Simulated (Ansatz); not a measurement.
## Response to strain in Cs2AgBiF6

Start from Cs2AgBiF6 (space group Fm-3m, No. 225; a = 9.359 Å; a cell from a computed database, its experimental status unchecked). Axes: x, y, z lie along the cube axes.

Strains are applied to the cell and any free atomic positions relax; under biaxial strain the out-of-plane vector relaxes too.

Computed with Ansatz (an electronic-structure program), r2SCAN, PAW, cutoff 500 eV, no spin-orbit coupling.

Notes on the quantities. energy relative to the base: free energy F; pressure: mean of the normal stresses, compression positive.

```tsv
variant	energy relative to the base	pressure	band gap	gap character	electron mass
base	0 meV/atom	0.00 GPa	3.19 eV	–	1.5 mₑ along k, 0.58 mₑ across (at L)
biaxial strain −1.58 %, plane normal [001], relaxed out of plane	+2.4 meV/atom	0.83 GPa	3.08 eV	indirect, X → N	1.7 mₑ along k, 0.58 mₑ across (at L)
biaxial strain −0.43 %, plane normal [001], relaxed out of plane	+0.2 meV/atom	0.21 GPa	3.16 eV	indirect, X → N	1.6 mₑ along k, 0.58 mₑ across (at L)
biaxial strain +3.26 %, plane normal [001], relaxed out of plane	+7.7 meV/atom	-1.10 GPa	3.03 eV	indirect, M → N	–
biaxial strain −4.07 %, plane normal [111], relaxed out of plane	+9.6 meV/atom	1.23 GPa	3.17 eV	indirect, F → L	–
biaxial strain −1.14 %, plane normal [111], relaxed out of plane	+0.7 meV/atom	0.34 GPa	3.18 eV	indirect, F → L	1.7 mₑ along k, 0.58 mₑ across (at L)
uniaxial strain ε_zz = −1.82 %	+1.6 meV/atom	0.87 GPa	3.08 eV	indirect, M → N	1.7 mₑ along k, 0.58 mₑ across (at L)
uniaxial strain ε_zz = +2.37 %	+2.1 meV/atom	-0.89 GPa	3.16 eV	indirect, X → N	1.4 mₑ along k, 0.59 mₑ across (at L)
tensor shear ε_xz = −1.69 %	+0.7 meV/atom	0.00 GPa	3.19 eV	indirect, X → R	1.8 mₑ along k, 0.59 mₑ across (at L)
```

Spin-orbit coupling, missing from the scalar runs, can matter with Bi. Effective masses come from finite differences of ±0.01 Å⁻¹. Along k means along the line from Γ to the band edge. No phonon test of stability was made. Labels are those of the standard path for the cell's own space group.
